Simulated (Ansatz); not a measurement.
Start from GaN in the zinc blende structure (space group F-43m, No. 216; a = 4.548 Å).

Levels (all Ansatz, a quantum-chemistry and plane-wave program, PAW): PBE (420 eV, scalar-relativistic without spin-orbit coupling); r2SCAN (500 eV, scalar-relativistic without spin-orbit coupling); HSE06 (420 eV, without spin-orbit coupling).

Levels that relaxed their own cell: PBE and r2SCAN.

| level | band gap | lattice parameter a | electron mass at Γ |
|---|---|---|---|
| PBE | 1.54 eV | 4.548 Å | 0.141 mₑ |
| r2SCAN | 2.17 eV | 4.498 Å | 0.171 mₑ |
| HSE06 | 3.00 eV | – | – |

Measured: band gap 3.48 eV (static lattice; corrected from measurement; as listed in I. Vurgaftman, J. R. Meyer, L. R. Ram-Mohan, Journal of Applied Physics (2001)); lattice parameter a 4.5 Å (room temperature; as listed in I. Vurgaftman, J. R. Meyer, L. R. Ram-Mohan, Journal of Applied Physics (2001)); electron mass at Γ 0.15 mₑ (temperature not stated; as listed in I. Vurgaftman, J. R. Meyer, L. R. Ram-Mohan, Journal of Applied Physics (2001)).

Computed minus measured — band gap: PBE -1.94 eV, r2SCAN -1.31 eV, HSE06 -0.48 eV (closest: HSE06); lattice parameter a: PBE +1.1 %, r2SCAN -0.0 % (closest: r2SCAN); electron mass at Γ: PBE -6 %, r2SCAN +14 % (closest: PBE). Measured values not marked as corrected hold thermal and zero-point effects that the static-lattice runs lack. A measured gap can be an optical one, lowered by exciton binding. Levels without spin-orbit coupling miss its lowering of the gap, often about a third of the valence-band splitting.

Single points use the geometry relaxed with r2SCAN. Effective masses come from finite differences of ±0.01 Å⁻¹. No phonon test of stability was made. This is not the structure that GaN has at room temperature and ambient pressure.
